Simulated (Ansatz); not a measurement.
The starting structures come from a database of crystals and need not be the phases stable at ambient conditions.

Inside the gap of an insulator the Bloch states are evanescent, with a wavenumber k + iκ along the transport direction.

Data:

```
CELL_PARAMETERS angstrom
      5.09080     0.00000     0.00000
     -0.97327     4.99689     0.00000
      0.97327     1.18113     4.85529
ATOMIC_POSITIONS crystal
  Li 0.08443 0.59353 0.70107
  Li 0.91557 0.40647 0.29893
  Li 0.29893 0.08443 0.40647
  Li 0.70107 0.91557 0.59353
  Li 0.59353 0.29893 0.91557
  Li 0.40647 0.70107 0.08443
  Te 0.00000 0.00000 0.00000
  O  0.32337 0.93561 0.77938
  O  0.67663 0.06439 0.22062
  O  0.22062 0.32337 0.06439
  O  0.77938 0.67663 0.93561
  O  0.93561 0.22062 0.67663
  O  0.06439 0.77938 0.32337
```

Space group of this cell: R-3. The cell is taken as given; by r2SCAN its mean pressure is 1.2 GPa.

Transport runs along the normal of the first two printed cell vectors, the (101) plane of the conventional cell.

The gap is the functional's own. No spin-orbit coupling. Mid-gap values are interpolated on the energy grid.

Compute, with r2SCAN in Ansatz (an electronic-structure program), the band gap and the smallest decay constant κ at mid-gap.

Gap 3.98 eV on a 6×6×6 mesh; κ = 0.402 1/Å, at the zone centre.
